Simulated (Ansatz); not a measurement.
YN (Fm-3m), r2SCAN with spin-orbit coupling, rigid bands (Ansatz, a quantum-chemistry and plane-wave program): N_c = 1.31e19 cm⁻³ at 300 K and an electron conductivity mass of 0.227 mₑ.

For 1e17 electrons per cm³ at 300 K, place the Fermi level, estimate the Seebeck coefficient of a parabolic band with constant τ, and give mobility and conductivity for τ = 20 fs.

The level lies k_BT ln(N_c/n) = 0.126 eV below the conduction-band minimum. S ≈ −(k_B/e)[ln(N_c/n) + 5/2] = -636 μV/K, against -633 μV/K from the full bands (mean over directions). μ = eτ/m = 155 cm²/(V·s) and σ = neμ = 2.48 S/cm. τ is assumed, not computed.

Band transport and this doping are assumed; polarons and phonon drag are left out.
